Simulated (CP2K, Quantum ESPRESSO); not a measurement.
A CP2K input for a self-consistent single point of BaAlGe (P-6m2, 3 atoms in the cell) (DFT PBEsol, GPW, DZVP-MOLOPT-SR-GTH basis, GTH-PBE potentials (GTH_POTENTIALS)):

```
&GLOBAL
  PROJECT bulk
  RUN_TYPE ENERGY_FORCE
  PRINT_LEVEL LOW
&END GLOBAL
&FORCE_EVAL
  METHOD Quickstep
  STRESS_TENSOR ANALYTICAL
  &DFT
    BASIS_SET_FILE_NAME BASIS_MOLOPT
    POTENTIAL_FILE_NAME GTH_POTENTIALS
    &QS
      METHOD GPW
      EPS_DEFAULT 1E-10
    &END QS
    &MGRID
      CUTOFF 500
      REL_CUTOFF 50
      NGRIDS 5
    &END MGRID
    &SCF
      SCF_GUESS ATOMIC
      EPS_SCF 1E-6
      MAX_SCF 100
      ADDED_MOS 4
      &DIAGONALIZATION
        ALGORITHM STANDARD
      &END DIAGONALIZATION
      &MIXING
        METHOD BROYDEN_MIXING
        ALPHA 0.3
        NBUFFER 12
        BETA 1.5
      &END MIXING
      &SMEAR ON
        METHOD FERMI_DIRAC
        ELECTRONIC_TEMPERATURE [K] 1160.45
      &END SMEAR
    &END SCF
    &KPOINTS
      SCHEME MONKHORST-PACK 6 6 4
      GAMMA_CENTERED T
    &END KPOINTS
    &XC
      &XC_FUNCTIONAL
        &PBE
          PARAMETRIZATION PBESOL
        &END PBE
      &END XC_FUNCTIONAL
    &END XC
    &PRINT
      &MO
        EIGENVALUES T
        OCCUPATION_NUMBERS T
        NDIGITS 8
        FILENAME mo
        &EACH
          QS_SCF 0
        &END EACH
        ADD_LAST NUMERIC
      &END MO
      &MULLIKEN OFF
      &END MULLIKEN
    &END PRINT
  &END DFT
  &SUBSYS
    &CELL
      A 4.34874600 0.00000000 0.00000000
      B -2.17437300 3.76612400 0.00000000
      C 0.00000000 0.00000000 5.22311800
      PERIODIC XYZ
    &END CELL
    &COORD
      SCALED
      Ba       0.00000000     0.00000000     0.00000000
      Al       0.66666700     0.33333300     0.50000000
      Ge       0.33333300     0.66666700     0.50000000
    &END COORD
    &KIND Ba
      BASIS_SET DZVP-MOLOPT-SR-GTH-q10
      POTENTIAL GTH-PBE-q10
    &END KIND
    &KIND Al
      BASIS_SET DZVP-MOLOPT-SR-GTH-q3
      POTENTIAL GTH-PBE-q3
    &END KIND
    &KIND Ge
      BASIS_SET DZVP-MOLOPT-SR-GTH-q4
      POTENTIAL GTH-PBE-q4
    &END KIND
  &END SUBSYS
  &PRINT
    &FORCES ON
    &END FORCES
    &STRESS_TENSOR ON
    &END STRESS_TENSOR
  &END PRINT
&END FORCE_EVAL
```

Question: Translate this input to Quantum ESPRESSO.

Answer: One input that does it (others would too):

```fortran
&control
    calculation = 'scf'
    prefix = 'pwscf'
    outdir = './work'
    pseudo_dir = './'
    tprnfor = .true.
    tstress = .true.
/
&system
    ibrav = 4
    celldm(1) = 8.2179383685
    celldm(3) = 1.201063100506
    nat = 3
    ntyp = 3
    ecutwfc = 50
    ecutrho = 250
    occupations = 'smearing'
    smearing = 'fermi-dirac'
    degauss = 0.0073499
/
&electrons
    conv_thr = 1.0d-10
/
ATOMIC_SPECIES
Ba   137.3270  ba_pbesol_v1.uspp.F.UPF
Al    26.9815  al_pbesol_v1.uspp.F.UPF
Ge    72.6300  ge_pbesol_v1.4.uspp.F.UPF
ATOMIC_POSITIONS angstrom
Ba    0.0000000000    0.0000000000    0.0000000000
Al    2.1743728526    1.2553747518    2.6115590000
Ge    0.0000000000    2.5107495035    2.6115590000
K_POINTS automatic
6 6 4  0 0 0
```

Basis settings and potentials, where a program has them, do not carry over. This input uses DFT, PBEsol, plane waves, GBRV 1.5 ultrasoft (PBESOL) pseudopotentials. Both were run: pressure 0.10 GPa in CP2K and -1.48 in Quantum ESPRESSO.

On CP2K: the starting cell comes from a database of computed structures (which also holds hypothetical and non-ambient phases and stackings), without a prior relaxation at this level. Its lattice was rescaled by a random factor within 2.5 % of one. For this run, on top of that: lattice scaled by 0.98. Values carry the incompleteness of an atom-centred basis. The potentials were made for another functional than the one used.

On Quantum ESPRESSO: the starting cell comes from a database of computed structures (which also holds hypothetical and non-ambient phases and stackings), without a prior relaxation at this level. Its lattice was rescaled by a random factor within 2.5 % of one. For this run, on top of that: lattice scaled by 0.98.
